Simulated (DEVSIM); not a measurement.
Structure: abrupt Ge n-p junction, at 350 K.

Layer 1 from the left is Ge, thickness (μm) 19.0, Nd (cm⁻³) 3.7e16, τn (s) 1.7e-7, τp (s) 1.7e-7. Layer 2 from the left is Ge, thickness (μm) 0.620, Na (cm⁻³) 1.1e15, τn (s) 1.7e-7, τp (s) 1.7e-7.

Left contact: ohmic. Right contact: ohmic. Voltage is applied to the left contact. Recombination: SRH at mid-gap. Mobility is μmin + (μ − μmin)/(1 + (N/Nref)^α).

Constants are typed, rounded textbook-type inputs, not results; the design itself was drawn at random and stands for no fabricated device. Values at 300 K; Nc and Nv go as T^1.5, mobilities as T to minus their exponent, the gap by Varshni's rule with the affinity fixed.

Ge: gap (eV) 0.664, affinity (eV) 4, permittivity 16, Nc (cm⁻³) 1.04e19, Nv (cm⁻³) 6e18, μn (cm²/Vs) 3900, μp (cm²/Vs) 1900, μn,min 150, μp,min 100, Nref,n 2.6e17, Nref,p 4e17, αn 0.56, αp 0.6, T exponent of μn 1.66, T exponent of μp 2.33, Varshni α (eV/K) 0.000477, Varshni β (K) 235.

Simulated with DEVSIM: 1D drift-diffusion, Boltzmann statistics, complete ionisation; no tunnelling, impact ionisation, image-force lowering or self-heating.

What does the simulation give for the largest field in the device at zero bias, the potential step across the device at zero bias, the dark forward voltage at 100 A/cm²?

largest field in the device at zero bias 11000 V/cm; potential step across the device at zero bias 0.202 V; dark forward voltage at 100 A/cm² 0.077 V.
